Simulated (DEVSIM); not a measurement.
## illuminated Si n-on-p cell, one wavelength, with a back-surface field

Structure: illuminated Si n-on-p cell, one wavelength, with a back-surface field, at 300 K.

```csv
layer (left to right),material,thickness (μm),Nd (cm⁻³),Na (cm⁻³),τn (s),τp (s),absorption coefficient (cm⁻¹)
1,Si,0.110,4.9e18,-,4.9e-8,3.3e-8,4800
2,Si,22.0,-,9.7e15,6.3e-7,6.3e-7,4800
3,Si,0.810,-,5.9e18,6.3e-7,6.3e-7,4800
```

Left contact: ohmic, minority hole recombination velocity 80 cm/s. Right contact: ohmic, minority electron recombination velocity 70 cm/s. Voltage is applied to the left contact. Recombination: SRH at mid-gap, radiative, Auger. Light enters at the left, 2.6e18 photons cm⁻² s⁻¹, one pass, no reflection. Mobility is constant in doping.

The device is made up for the run: typed textbook-type constants, with dimensions and the other settings drawn at random. Values at 300 K.

```
parameter           Si
-------------  -------
gap (eV)         1.124
affinity (eV)     4.05
permittivity      11.7
Nc (cm⁻³)      2.86e19
Nv (cm⁻³)       3.1e19
μn (cm²/Vs)       1417
μp (cm²/Vs)        470
B (cm³/s)      4.7e-15
Cn (cm⁶/s)     2.8e-31
Cp (cm⁶/s)     9.9e-32
```

Simulated with DEVSIM: 1D drift-diffusion, Boltzmann statistics, complete ionisation; no tunnelling, impact ionisation, image-force lowering or self-heating.

```
Quantity                                                  Value
---------------------------------------------------  ----------
Potential step across the device at zero bias           1.036 V
Dark forward voltage at 1 A/cm²                         0.679 V
Dark forward voltage at 100 A/cm²                       0.895 V
Short-circuit current                                411 mA/cm²
Open-circuit voltage                                    0.648 V
Fill factor                                                0.83
Largest power                                        221 mW/cm²
Share of generated pairs collected at short circuit       0.987
```

Dark forward current:

| V (V) | J (A/cm²) |
|---|---|
| -0.05 | -6.8e-9 |
| -0.10 | -2.4e-8 |
| -0.15 | -7.4e-8 |
| -0.20 | -2.2e-7 |
| -0.25 | -6.7e-7 |
| -0.30 | -2.3e-6 |
| -0.35 | -9.4e-6 |
| -0.40 | -4.6e-5 |
| -0.45 | -0.00027 |
| -0.50 | -0.0017 |
| -0.55 | -0.011 |
| -0.60 | -0.074 |
| -0.65 | -0.44 |
| -0.70 | -1.8 |
| -0.75 | -5.5 |
| -0.80 | -15 |
| -0.85 | -40 |
| -0.90 | -110 |
| -0.95 | -390 |
| -1.00 | -2100 |

Current under light (generator sign):

```json
[
 {"V (V)": "0.00", "J (mA/cm²)": "411"},
 {"V (V)": "0.10", "J (mA/cm²)": "411"},
 {"V (V)": "0.20", "J (mA/cm²)": "411"},
 {"V (V)": "0.30", "J (mA/cm²)": "411"},
 {"V (V)": "0.40", "J (mA/cm²)": "411"},
 {"V (V)": "0.50", "J (mA/cm²)": "409"},
 {"V (V)": "0.52", "J (mA/cm²)": "407"},
 {"V (V)": "0.54", "J (mA/cm²)": "403"},
 {"V (V)": "0.56", "J (mA/cm²)": "394"},
 {"V (V)": "0.58", "J (mA/cm²)": "375"},
 {"V (V)": "0.60", "J (mA/cm²)": "335"},
 {"V (V)": "0.62", "J (mA/cm²)": "253"},
 {"V (V)": "0.64", "J (mA/cm²)": "91.5"},
 {"V (V)": "0.66", "J (mA/cm²)": "-204"}
]
```
